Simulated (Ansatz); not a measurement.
BeBr$_{2}$ in the CdCl2 type structure (space group R-3m, No. 166; a hypothetical phase, not in the database extracts checked; layered, stacked along the Cartesian z axis)

```cif
data_Be3Br6
_chemical_formula_sum 'Be3 Br6'
_space_group_name_H-M_alt 'R-3m :H'
_space_group_IT_number 166
_space_group_name_Hall '-R 3 2"'
_cell_length_a 3.42196
_cell_length_b 3.42196
_cell_length_c 17.72017
_cell_angle_alpha 90.000
_cell_angle_beta 90.000
_cell_angle_gamma 120.000
loop_
_atom_site_label
_atom_site_type_symbol
_atom_site_symmetry_multiplicity
_atom_site_Wyckoff_symbol
_atom_site_fract_x
_atom_site_fract_y
_atom_site_fract_z
_atom_site_occupancy
Be1 Be 3 a 0.00000 0.00000 0.00000 1
Br1 Br 6 c 0.00000 0.00000 0.25676 1
```
(The calculation used a cell of 3 atoms; values per cell refer to that cell.)

The values are results of PBEsol-D3(BJ)/PAW in Ansatz (a quantum-chemistry and plane-wave program), scalar-relativistic without spin-orbit coupling, not measurements. Γ-centred 11×11×11 mesh, Fermi–Dirac width 0.05 eV.

Volume per atom: 19.97 Å³
Density: 4.68 g/cm³
Band gap: 3.80 eV, indirect, k = (0.182, 0.273, 0.273) in the run's primitive reciprocal basis → F
Lowest conduction-band minima above the VBM: F (1/2, 0, 1/2) 3.80 eV; L (1/2, 0, 0) 4.60 eV; Γ 4.95 eV
Total energy: -1855.453 eV/atom (σ→0; compares only within this code and set-up)

Whether these cells are dynamically stable was not tested.
